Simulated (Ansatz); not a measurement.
Band structure of Rb3Bi (Fm-3m, 4 atoms in the cell).

```
CELL_PARAMETERS angstrom
      0.00000     4.42135     4.42135
      4.42135     0.00000     4.42135
      4.42135     4.42135     0.00000
ATOMIC_POSITIONS crystal
  Rb 0.75000 0.75000 0.75000
  Rb 0.25000 0.25000 0.25000
  Rb 0.50000 0.50000 0.50000
  Bi 0.00000 0.00000 0.00000
```

Method of the run: LDA (PW92), PAW files made with PBE (plane waves; Ansatz, an electronic-structure program).

Settings: kpoints.mp_grid.grid = 9 9 9; hamiltonian.xc = lda; hamiltonian.pseudopotentials = {kind: paw} (the program's default PAW files); scf.occupations.method = fermi_dirac; scf.occupations.width = 0.1 eV; kpoints.band_path.npoints = 8.

The starting cell comes from a database of computed structures (which also holds hypothetical and non-ambient phases and stackings), without a prior relaxation at this level. Its lattice was rescaled by a random factor within 2.5 % of one. Spin-orbit coupling is off.

Levels in eV from the Fermi level, bands 18 to 25:
```
point     18     19     20     21     22    23    24    25
-----  -----  -----  -----  -----  -----  ----  ----  ----
Γ      -9.46  -0.62  -0.62  -0.62  -0.44  1.69  1.69  3.07
X      -9.27  -1.52  -0.44  -0.44   0.87  1.12  2.99  3.17
W      -9.27  -1.11  -1.11  -0.65   1.12  2.33  2.33  3.06
K      -9.27  -1.31  -0.95  -0.55   1.14  1.79  2.96  3.14
L      -9.30  -1.64  -0.69  -0.69   1.73  2.40  2.89  2.89
U      -9.27  -1.31  -0.95  -0.55   1.14  1.79  2.96  3.14
```

Bands cross the Fermi level along this path, so the cell is metallic at this level.

Keys are those of Ansatz 0.2.
